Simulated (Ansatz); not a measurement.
An Ansatz (a quantum-chemistry and plane-wave program) run: ZnCu2SnS4 with a change (biaxial strain +1.23 %, plane normal [001], relaxed out of plane); r2SCAN in Ansatz (plane waves to 500 eV, PAW, no spin-orbit coupling), earlier PAW set.

Input:

Ansatz 0.2 input:
```yaml
crystal:
  lattice:
    - [5.4810731105, 0, 0]
    - [0, 5.4810731105, 0]
    - [2.7405365553, -2.7405365553, 5.3780590962]
  atoms:
    - { symbol: Cu, position: [0, 0, 0] }
    - { symbol: Cu, position: [0.25, 0.25, 0.5] }
    - { symbol: Zn, position: [0.75, 0.75, 0.5] }
    - { symbol: Sn, position: [0.5, 0.5, 0] }
    - { symbol: S, position: [0.893491935, 0.1131221878, 0.7417960845] }
    - { symbol: S, position: [0.3647119806, 0.6286738967, 0.7417960844] }
    - { symbol: S, position: [0.1131221877, 0.3647119806, 0.2582039156] }
    - { symbol: S, position: [0.6286738967, 0.893491935, 0.2582039155] }
basis: { ecutwfc: 500, ecutrho_ratio: 4, xc_grid: 4, fft_grid_basis: typed }
kpoints: { mp_grid: { grid: [9, 9, 9] } }
hamiltonian:
  xc: r2scan
  dispersion: none
  pseudopotentials: { azcp: { folder: ./paw }, kind: paw }
scf: { occupations: { method: fermi_dirac, width: 0.05 } }
relax: { f_tol: 0.005, max_steps: 50, cell: { stress_tol: 0.01, fix: [a, b, gamma] } }
output: { forces: true, stress: true }
checkpoint: { write: state.ck, write_every: 1000 }
```

Output (explanatory and most iteration lines left out):

```
Relaxation: its limit of steps is 50 (relax.max_steps)
Pseudopotential: Cu, paw, valence charge 19
Pseudopotential: Zn, paw, valence charge 12
Pseudopotential: Sn, paw, valence charge 14
Pseudopotential: S, paw, valence charge 6
Crystal: 8 atoms, lattice volume = 161.569 Å³
Basis set: ecut = 500 eV, 4063 PW (Γ), exchange–correlation on 160×160×200 points (64 copies of the dense FFT grid, shifted against one another)
Bands: 53, of which v1, the nominal top of the filled ones, is band 44 counted from 1 (43 counted from 0)
Symmetry: 4 space group operations
Space group: I-4 (ITA 82), of the structure as read, at distance tolerance 5.4e-5 Å
k-points: 105 of 729 (time reversal used)
Functional: x = r2scan, c = r2scan; τ floored in thin density (d = 2e-4 eV/Å³)
SCF iter   1: F=—  HF=-26254.876491 eV  |F-HF|=—  |Δ(HF+E_count)|=         —  Δρ=4.05e-2  dr2=2.28e0  dr2_τ=4.38e-2  ethr=2.60e-3  ⟨swp⟩=1.5  Hψ=30527  notcnv=0
SCF iter   2: F=—  HF=-26254.694624 eV  |F-HF|=—  |Δ(HF+E_count)|=   1.82e-1  Δρ=2.37e-2  dr2=6.68e-1  dr2_τ=5.43e-3  ethr=2.59e-3  ⟨swp⟩=3.0  Hψ=9768  notcnv=0
SCF 1 converged in 12 iterations: F = -26254.720290 eV  dr2 = 3.93e-8
relax step   1: F+E_penalty+E_count = -26254.72028982 eV  Δ(F+E_penalty+E_count) = +0.000e0 eV  max|allowed force component| = 4.761e-2 eV/Å  Δτ_max = 0.0000 Å  P = -1.402 GPa  Ω = 161.569 Å³  fix = [a, b, gamma]  reactions: a -1.643, b -1.643 GPa  (12 SCF iters, dr2 threshold 1.00e-7 eV, accepted)
[... steps on the carried basis left out ...]
relax step   3: F+E_penalty+E_count = -26254.72542882 eV  Δ(F+E_penalty+E_count) = -5.691e-4 eV  max|allowed force component| = 4.010e-3 eV/Å  Δτ_max = 0.0029 Å  P = -0.689 GPa  Ω = 160.090 Å³  energy of the carried Pulay correction = +3.838e-4 eV  fix = [a, b, gamma]  reactions: a -1.033, b -1.033 GPa  (8 SCF iters, dr2 threshold 1.46e-7 eV, accepted)
Crystal: 8 atoms, lattice volume = 160.090 Å³
SCF iter   1: F=—  HF=-26254.725045 eV  |F-HF|=—  |Δ(HF+E_count)|=         —  Δρ=2.31e-5  dr2=2.79e-7  dr2_τ=2.75e-7  ethr=1.92e-6  ⟨swp⟩=3.0  Hψ=39562  notcnv=0
SCF iter   2: F=—  HF=-26254.725065 eV  |F-HF|=—  |Δ(HF+E_count)|=   1.97e-5  Δρ=3.01e-5  dr2=7.10e-7  dr2_τ=1.30e-8  ethr=3.17e-10  ⟨swp⟩=3.3  Hψ=14227  notcnv=0
SCF 4 converged in 10 iterations: F = -26254.725065 eV  dr2 = 7.54e-13
SCF converged after 10 iterations
Free energy (F): -26254.725065 eV
Internal energy: -26254.725001 eV  (E = F + TS)
E sigma→0 (E₀):  -26254.725033 eV
Entropy (-TS):   -0.000064 eV (-0.008 meV/atom)
Fermi energy:    8.201300 eV
--- Forces (eV/Å), atoms counted from 1 ---
  atom   1  Cu     0.00000000    -0.00000000     0.00000000
  atom   2  Cu    -0.00000000     0.00000000     0.00000000
  atom   3  Zn     0.00000000    -0.00000000     0.00000000
  atom   4  Sn     0.00000000     0.00000000     0.00000000
  atom   5  S      0.00404109     0.00119107     0.00118205
  atom   6  S     -0.00404109    -0.00119107     0.00118205
  atom   7  S      0.00119107    -0.00404109    -0.00118205
  atom   8  S     -0.00119107     0.00404109    -0.00118205
--- Stress (GPa, compression-positive) ---
       -1.033801       0.000000       0.000000
       -0.000000      -1.033801      -0.000000
        0.000000      -0.000000      -0.007720
  P = ⅓ Tr σ = -0.6918 GPa (-6.918 kbar)
--- Relaxed structure (3 steps of the walk, 3 accepted, 1 SCFs on fresh bases) ---
  cell:  # Å, volume = 160.0900 Å³
    - [5.4810731105, 5.922106320209715e-23, -2.5478951753931408e-11]
    - [5.922104565669261e-23, 5.4810731105, 2.5478947979534934e-11]
    - [2.740536555274771, -2.740536555274771, 5.3288433109016315]
  atoms:
    - { symbol: Cu, position: [2.4726047039117317e-21, -7.371233559800617e-17, 2.0445997868925155e-31] }
    - { symbol: Cu, position: [0.24999999999999983, 0.25, 0.5] }
    - { symbol: Zn, position: [0.75, 0.7500000000000001, 0.5] }
    - { symbol: Sn, position: [0.5, 0.4999999999999999, 1.4963541591865795e-28] }
    - { symbol: S, position: [0.892799795499811, 0.11329741733442306, 0.7415237236392037] }
    - { symbol: S, position: [0.36567648086098525, 0.6282263063047806, 0.7415237236392039] }
    - { symbol: S, position: [0.11329741733442306, 0.36567648086098525, 0.25847627636079634] }
    - { symbol: S, position: [0.6282263063047805, 0.892799795499811, 0.2584762763607963] }
```

No phonon test of stability was made. The final runs are not spin-polarised. The cell was made from ZnCu2SnS4 (space group I-4, No. 82) by this change: biaxial strain +1.23 %, plane normal [001], relaxed out of plane.
